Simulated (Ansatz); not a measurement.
Results of LDA in Ansatz (plane waves, PAW) for As₂O₃ (Fd-3m, No. 227).

Settings: plane-wave cutoff 520 eV, 6×6×6 k mesh, scalar-relativistic PAW data made under PBE.

Computed at the level's own relaxed cell.

Hill averages of the elastic tensor: K = 19.4 GPa, G = 14.5 GPa. Volume 14.884 Å³/atom, mean atomic mass 39.568 u.

### Question
Work out the density, the sound velocities of a polycrystal and the elastic Debye temperature at this level.

### Answer
ρ = 1.66054 × 39.568/14.884 = 4.414 g/cm³. v_l = √[(K + 4G/3)/ρ] = 2.962 km/s and v_t = √(G/ρ) = 1.812 km/s. The mean follows from 3/v_m³ = 1/v_l³ + 2/v_t³: v_m = 2.001 km/s. Θ_D = (ħ/k_B) v_m (6π²/V)^(1/3) = 76.38 K Å s/km × 2.001 × 1.5846 Å⁻¹ = 242 K, counting all atoms of the cell.

Note: the relaxation could not lower the start's symmetry, so the cell can be a saddle point above a distorted one; the volume lies 12 % below that of the published cell.

Ansatz is a quantum-chemistry and plane-wave program.
